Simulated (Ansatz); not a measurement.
Take CdS in the wurtzite structure (space group P6_3mc, No. 186; a = 4.196 Å, c = 6.830 Å) as the base. Axes: x lies along a and z along c of the hexagonal cell.

Method: PBE in Ansatz (plane waves to 420 eV, PAW, no spin-orbit coupling).

Strains are applied to the cell and any free atomic positions relax.

One change was made to it. Results:

The energy goes up by 4.0 meV/atom; the band gap decreases by 0.10 eV, from 1.11 eV to 1.01 eV; the electron mass becomes 0.11 mₑ along z, 0.12 mₑ across (at Γ) (base: 0.12 mₑ along c, 0.13 mₑ across (at Γ)).

**Question.** Which change produced these results?
A) uniaxial strain ε_zz = +1.20 %
B) uniaxial strain ε_zz = +0.60 %
C) uniaxial strain ε_zz = +2.40 %
D) uniaxial strain ε_zz = +3.00 %

**Answer.** C, uniaxial strain ε_zz = +2.40 %. For comparison, the energy relative to the base in the other runs: uniaxial strain ε_zz = +1.20 % gives +1.0 meV/atom; uniaxial strain ε_zz = +3.00 % gives +6.2 meV/atom; uniaxial strain ε_zz = +0.60 % gives +0.3 meV/atom.

Masses are band curvatures over ±0.01 Å⁻¹ around the edge. Whether these cells are dynamically stable was not tested.

Ansatz is a quantum-chemistry and plane-wave program.
